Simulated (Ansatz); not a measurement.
# BaO (within 0.1 Å of P6₃/mmc, No. 194, 4 atoms in the cell; start mp-1178514; a measured phase of this formula has another space group)

These are LDA (plane waves, PAW; Ansatz, an electronic-structure program) values and carry that method's errors.

Run with plane-wave cutoff 520 eV, 12×12×6 k mesh (along the axes of the cell as run), Fermi–Dirac smearing 0.01 eV, scalar-relativistic PAW data made under PBE.

Cell (relaxed at this level):

```cif
data_Ba2O2
_chemical_formula_sum 'Ba2 O2'
_space_group_name_H-M_alt 'P 1'
_space_group_IT_number 1
_cell_length_a 4.44845
_cell_length_b 4.44845
_cell_length_c 5.45928
_cell_angle_alpha 90.000
_cell_angle_beta 90.000
_cell_angle_gamma 120.000
loop_
_space_group_symop_operation_xyz
  'x, y, z'
loop_
_atom_site_label
_atom_site_type_symbol
_atom_site_fract_x
_atom_site_fract_y
_atom_site_fract_z
_atom_site_occupancy
Ba1 Ba 0.66667 0.33333 0.43757 1
Ba2 Ba 0.33333 0.66667 0.93757 1
O1 O 0.66667 0.33333 0.93743 1
O2 O 0.33333 0.66667 0.43743 1
```

```
Quantity   Result
--------  -------
band gap  2.01 eV
```

Spin–orbit coupling is not included.

The result took very roughly 29 core-seconds.

A start named mp-… is a Materials Project structure, which need not be a measured phase.
